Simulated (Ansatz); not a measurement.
Input:

```
ZnS
1.0
    0.00000     2.62026     2.62026
    2.62026     0.00000     2.62026
    2.62026     2.62026     0.00000
Zn S
1 1
Direct
  0.00000   0.00000   0.00000
  0.25000   0.25000   0.25000
```

Calculation: r2SCAN with spin-orbit coupling, rigid bands (plane waves, PAW; Ansatz, a program for electronic structure). Condition of this run: hydrostatic pressure of 6 GPa (compression positive) (the target of the relaxation). Geometry: cell and atoms relaxed with PBEsol, then loaded as said.

### Question
Predict the electron conductivity mass (n e² τ/σ) at 300 K, by direction if it differs.

### Answer
0.22 mₑ.

### Question
What conductivity effective mass do dilute holes have at 300 K?

### Answer
0.78 mₑ.

### Question
And the band gap?

### Answer
3.08 eV at this level; semilocal functionals usually fall short of the measured gap.

Rigid bands, one relaxation time for all states, no polarons. Geometry: cell and atoms relaxed with PBEsol.
